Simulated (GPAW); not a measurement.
**A short convergence ladder for GaSb (R3m, 2 atoms in the cell)**

```
CELL_PARAMETERS angstrom
      0.00000     3.06525     3.06525
      3.06525     0.00000     3.06525
      3.06525     3.06525     0.00000
ATOMIC_POSITIONS crystal
  Ga 0.00471 0.00471 0.00471
  Sb 0.25000 0.25000 0.25000
```

Base method: PBEsol, GPAW PAW datasets PBEsol (made by gpaw-setup) (plane waves; GPAW).

Base settings: mode = pw; ecut = 600 eV; xc = PBEsol; kpts = 3 3 3; mesh shift (steps) = 0 0 0; occupations.name = fermi-dirac; occupations.width = 0.02 eV; nbands = -8; convergence.density = 1e-05 e/electron; convergence.bands = -6.

Core times come from one kind of shared machine, to one figure; runs under 30 s give none.

**The relaxed cell against the cutoff**

On GaSb (F-43m, 2 atoms in the cell): atoms on their sites.

In this ladder: nbands = -10; convergence.bands = default; optimizer = BFGS; fmax = 0.02 eV/Å.

The mesh stays at the base's, so the ladder's end is converged at best in this setting alone.

Only quantities that move along the ladder and can be compared are tabulated.

| ecut | relaxed volume (Å³/atom) | relaxation steps | core time / last (rough) |
|---|---|---|---|
| 300 eV | 27.221 | 4 | – |
| 360 eV | 27.525 | 5 | 0.4 |
| 420 eV | 29.059 | 4 | 0.4 |
| 510 eV | 29.754 | 3 | 0.3 |
| 600 eV | 29.903 | 3 | 0.4 |
| 720 eV | 29.910 | 3 | 0.4 |
| 900 eV | 29.909 | 3 | 0.5 |
| 1200 eV | 29.912 | 3 | 1 |

Coarsest ecut that holds the relaxed volume within 0.03 Å³/atom of the last step, with all finer ones: 600 eV, at about 0.4 of the last step's time; the step before is off by 0.16 Å³/atom.

At the lowest cutoff the cell relaxes to a volume 9.0 % smaller than at the highest.

On the base run: the starting cell has typed, rounded lattice constants, without a prior relaxation at this level. Its lattice was rescaled by up to half a per cent. One atom was moved a little off its site on purpose. The run gives no clean gap (levels at the Fermi energy touch, overlap or are partly filled at this smearing), which alone does not show that the compound is a metal. Without a gap this mesh is coarse (it stands for a supercell whose shortest vector is 13 Å).
